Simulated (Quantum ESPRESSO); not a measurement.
Worked example: self-consistent single point of a (100) slab of LaAs (cut from a parent of space group no. 225; 4 atoms in the cell) in Quantum ESPRESSO.

Method of the run: LDA (PZ), GBRV 1.5 ultrasoft (LDA) pseudopotentials (plane waves; Quantum ESPRESSO).

The change in words: vacuum of 13.1 angstrom (first run: 14 Å); assume_isolated: default → 2D. Reference geometry:
```xyz
4
Lattice="4.4047 0.0000 0.0000 0.0000 4.4047 0.0000 0.0000 0.0000 17.1146" Properties=species:S:1:pos:R:3 pbc="T T T"
As     0.0000     0.0000     7.0000
As    -2.2023     2.2023    10.1146
La     0.0000     0.0000    10.1146
La    -2.2023     2.2023     7.0000
```

Reference input (self-consistent single point, DFT, LDA (PZ), plane waves, GBRV 1.5 ultrasoft (LDA) pseudopotentials): ecutwfc = 40 Ry; ecutrho = 200 Ry; occupations = smearing; smearing = gauss; degauss = 0.0073499 Ry; potentials = {As: as_lda_v1.uspp.F.UPF, La: la_lda_v1.uspp.F.UPF}; K_POINTS = automatic 5 5 1 0 0 0; conv_thr = 1e-10 Ry; mixing_beta = 0.4. This run's input differs from it in these lines:

```diff
@@ -11,3 +11,3 @@
  A = 4.4046810000
- C = 17.1146050000
+ C = 16.2292370000
  nat = 4
@@ -19,2 +19,3 @@
  degauss = 0.0073499
+ assume_isolated = '2D'
 /
@@ -28,6 +29,6 @@
 ATOMIC_POSITIONS crystal
-As    0.0000000000    0.0000000000    0.4090070000
-As   -0.5000000000    0.5000000000    0.5909930000
-La    0.0000000000    0.0000000000    0.5909930000
-La   -0.5000000000    0.5000000000    0.4090070000
+As    0.0000000000    0.0000000000   -0.0959570000
+As    0.5000000000    0.5000000000    0.0959570000
+La    0.0000000000    0.0000000000    0.0959570000
+La    0.5000000000    0.5000000000   -0.0959570000
 K_POINTS automatic
```

The program printed (abridged):

```
     Self-consistent Calculation

     iteration #  1     ecut=    40.00 Ry     beta= 0.40

     negative rho (up, down):  1.580E-01 0.000E+00

     total energy              =    -284.24721931 Ry
     estimated scf accuracy    <       0.45106329 Ry

     iteration #  2     ecut=    40.00 Ry     beta= 0.40

     negative rho (up, down):  1.459E-01 0.000E+00

     total energy              =    -284.33183998 Ry
     estimated scf accuracy    <       0.03365861 Ry

     iteration #  3     ecut=    40.00 Ry     beta= 0.40

     negative rho (up, down):  1.313E-01 0.000E+00

     total energy              =    -284.33424075 Ry
     estimated scf accuracy    <       0.01867745 Ry

   [... 15 blocks of this kind left out ...]

     iteration # 19     ecut=    40.00 Ry     beta= 0.40

     negative rho (up, down):  1.264E-01 0.000E+00

     total energy              =    -284.33945179 Ry
     estimated scf accuracy    <          1.7E-09 Ry

     iteration # 20     ecut=    40.00 Ry     beta= 0.40

     negative rho (up, down):  1.264E-01 0.000E+00
     End of self-consistent calculation

     the Fermi energy is    -3.5148 ev

!    total energy              =    -284.33945180 Ry
     estimated scf accuracy    <          5.9E-11 Ry
     smearing contrib. (-TS)   =      -0.00041058 Ry
     internal energy E=F+TS    =    -284.33904122 Ry

     convergence has been achieved in  20 iterations

     negative rho (up, down):  1.264E-01 0.000E+00

     Forces acting on atoms (cartesian axes, Ry/au):

     atom    1 type  1   force =     0.00000000    0.00000000    0.01615196
     atom    2 type  1   force =     0.00000000    0.00000000   -0.01615196
     atom    3 type  2   force =     0.00000000    0.00000000   -0.03422100
     atom    4 type  2   force =     0.00000000    0.00000000    0.03422100

     Total force =     0.053516     Total SCF correction =     0.000009

     negative rho (up, down):  1.264E-01 0.000E+00
          total   stress  (Ry/bohr**3)                   (kbar)     P=      -28.67
  -0.00022879   0.00000000   0.00000000          -33.66        0.00        0.00
   0.00000000  -0.00022879   0.00000000            0.00      -33.66        0.00
   0.00000000   0.00000000  -0.00012706            0.00        0.00      -18.69

   JOB DONE.
```

The run converged in 20 iterations. Against the reference run the free energy goes up by 5.9 meV/atom and the largest force goes from 0.844 to 0.880 eV/Å.

The starting cell comes from a database of computed structures (which also holds hypothetical and non-ambient phases and stackings), without a prior relaxation at this level. The slab is cut from that crystal, and its faces are unrelaxed. Its lattice was rescaled by up to half a per cent. Spin polarisation is off, though cut faces can carry moments; the slab shows no gap.

Cost on one core of a shared machine: roughly 2 min.
